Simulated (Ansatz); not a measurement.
The parent structure is TiO$_{2}$ in the anatase structure (space group I4_1/amd, No. 141; a = 3.770 Å, c = 9.552 Å). Axes: x, y, z lie along a, b, c of the conventional cell.

Method: DFT with PBEsol, PAW potentials and a 420 eV plane-wave cutoff in Ansatz (a quantum-chemistry and plane-wave program), without spin-orbit coupling.

Before the change:

The band gap is 2.11 eV and the pressure is 0.00 GPa.

Modification: the cell is stretched by 1.20 % along z with no lateral relaxation, atoms relaxed at fixed cell.

Predict the new energy relative to the base, band gap and pressure.

The energy increases by 1.0 meV/atom; the band gap goes up by 0.036 eV, from 2.11 eV to 2.14 eV; the pressure (mean of the normal stresses, compression positive) goes from zero to -1.93 GPa.

The cells carry an imposed strain or load. Stability against distortions was not tested. The final runs are not spin-polarised.
